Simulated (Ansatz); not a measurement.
The starting structures come from a database of crystals and need not be the phases stable at ambient conditions.

 Where the default PAW files enter, the runs use the earlier of Ansatz's two default sets.

Here is the system:

```
CELL_PARAMETERS angstrom
      4.25374     0.00000     0.00000
     -0.00454     6.01583     0.00000
      0.00000     0.00000     8.51186
ATOMIC_POSITIONS crystal
  Cu 0.54233 0.26698 0.62640
  Cu 0.04233 0.76698 0.37360
  Cu 0.53041 0.26958 0.12392
  Cu 0.03041 0.76958 0.87608
  I  0.04140 0.01707 0.62483
  I  0.54140 0.51707 0.37517
  I  0.03166 0.01928 0.12526
  I  0.53166 0.51928 0.87474
```

Space group of this cell: Pc. The cell is taken as given.

Level of theory: r2SCAN (plane waves, PAW; Ansatz, a quantum-chemistry and plane-wave program).

The current runs along the normal of the first two printed vectors; no spin-orbit coupling. Scaled by the factor s: all lengths (ions clamped). Meshes 8×6×4 and 8×6 across the current in all rows.

```csv
s,mean pressure (GPa),band gap (eV)
0.98,3.2,?
1.00,0.1,1.67
1.02,-2.2,1.50
```

Q: Take the slope of the band gap against ln s from the two given rows, extrapolate to s = 0.98, and say what the run there gives.

A: Slope = (1.50 − 1.67) / ln 1.02 = -8.58 eV. The line gives 1.67 + (-8.58) × ln 0.98 = 1.84 eV. The run gives 1.86 eV, 0.02 eV over the line, 10 % of the predicted step.
